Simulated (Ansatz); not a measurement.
Ti on the (000-1) surface of 4H silicon carbide (H on every top atom; a constructed slab, bottom: 1 H on 1 bottom sites), one in a cell of 33 Å², energies for each. Energies are against an atom of hcp Ti, without zero-point or thermal terms; each row is named by its start.

Host crystal: 4H silicon carbide, with a band gap (PBE, scalar-relativistic without spin-orbit coupling).

All values below come from PBE (plane waves to 420 eV, PAW; Ansatz, a program for electronic structure).

Set-up: 41 atoms, 10.8 Å thick at the start with caps and adatoms under the adsorbate (thin: gaps and levels are the slab's own); mesh 4x4x1; 0.01 eV smearing; dipole correction on; 20 atoms held, the rest relaxed; each run with such symmetry as its start has; spin-polarised, no spin-orbit, no U, no dispersion correction.

A negative adsorption energy means that the adsorbate is more stable on the surface than in its reference. Starts that drift may end in the same place. Heights count from the host atoms within 0.3 Å of the top one. Moments of ungapped slabs depend on the mesh.

```json
[
 {"starting site": "top H (the adsorbate is not bonded to the surface)", "E_ads (eV)": "5.16", "height (Å)": "3.00", "nearest host atom (Å)": "H 3.00", "bonded to": "none within bonding distance", "change of the vacuum step (eV)": "0.26", "lateral drift (Å)": "0.0", "moment (μB)": "3.1"},
 {"starting site": "hollow H-H-H over Si at depth 1.7 Å", "E_ads (eV)": "4.90", "height (Å)": "0.93", "nearest host atom (Å)": "H 2.17", "bonded to": "3 C + 3 H + Si", "change of the vacuum step (eV)": "1.91", "lateral drift (Å)": "0.0", "moment (μB)": "3.9"},
 {"starting site": "hollow H-H-H over Si at depth 4.2 Å", "E_ads (eV)": "4.91", "height (Å)": "0.77", "nearest host atom (Å)": "H 2.13", "bonded to": "3 C + 3 H + 3 Si", "change of the vacuum step (eV)": "1.92", "lateral drift (Å)": "0.0", "moment (μB)": "3.8"},
 {"starting site": "bridge H-H (span 3.1 Å)", "E_ads (eV)": "4.90", "height (Å)": "0.93", "nearest host atom (Å)": "H 2.16", "bonded to": "3 C + 3 H + Si", "change of the vacuum step (eV)": "1.91", "lateral drift (Å)": "0.9", "moment (μB)": "3.9"}
]
```
